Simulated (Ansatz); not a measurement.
## Sc: isotropic strain −1.00 %

Start from Sc in the hcp (Mg type) structure (space group P6_3/mmc, No. 194; a = 3.275 Å, c = 5.105 Å; relaxed with 0.1 eV smearing).

One thing is altered: the cell is scaled by 0.9900 in all directions; the atoms relax in the strained cell.

Method: PBEsol in Ansatz (plane waves to 420 eV, PAW, no spin-orbit coupling). k-mesh 20×20×12 (Γ-centred); smearing 0.1 eV (Fermi–Dirac).

- Volume per atom = 23.01 Å³ (base 23.71 Å³)
- Space group = P6_3/mmc (No. 194) (base P6_3/mmc (No. 194))
- Shortest interatomic distance = 3.145 Å (base 3.177 Å)
- Energy relative to the base (free energy F) = +3.9 meV/atom
- Pressure (mean of the normal stresses, compression positive) = 1.8 GPa (base 0.0 GPa)
- Band gap = zero (base zero)

Cost of the whole job for the changed cell (relaxation, final SCF and bands): around 19 core-seconds (rough).

No phonon test of stability was made. The final runs are not spin-polarised.

Ansatz is a quantum-chemistry and plane-wave program.
